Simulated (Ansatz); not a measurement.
The starting structures come from a database of crystals and need not be the phases stable at ambient conditions.

The decay constant κ of evanescent states in the gap governs leakage through a thin film.

```
CELL_PARAMETERS angstrom
      3.89160     0.00000     0.00000
      0.00000     9.37126     0.00000
      1.94580    -2.01803     9.38395
ATOMIC_POSITIONS crystal
  Cs 0.50000 0.50000 0.00000
  In 0.00000 0.00000 0.00000
  In 0.65091 0.06633 0.69818
  In 0.34909 0.93367 0.30182
  In 0.70964 0.65986 0.58072
  In 0.29036 0.34014 0.41928
  S  0.16703 0.51621 0.66594
  S  0.83297 0.48379 0.33406
  S  0.07889 0.19448 0.84222
  S  0.92111 0.80552 0.15778
  S  0.41845 0.13771 0.16310
  S  0.58155 0.86229 0.83690
  S  0.23550 0.84760 0.52900
  S  0.76450 0.15240 0.47100
```

The cell is taken as given.

Transport runs along the normal of the first two printed cell vectors.

No gap correction and no spin-orbit coupling; mid-gap is the computed energy nearest the middle.

Task: State the band gap and the smallest decay constant κ at mid-gap according to r2SCAN in Ansatz (a first-principles code).

Result: Gap 1.88 eV on a 8×4×8 mesh; κ = 0.168 1/Å, at the zone centre.
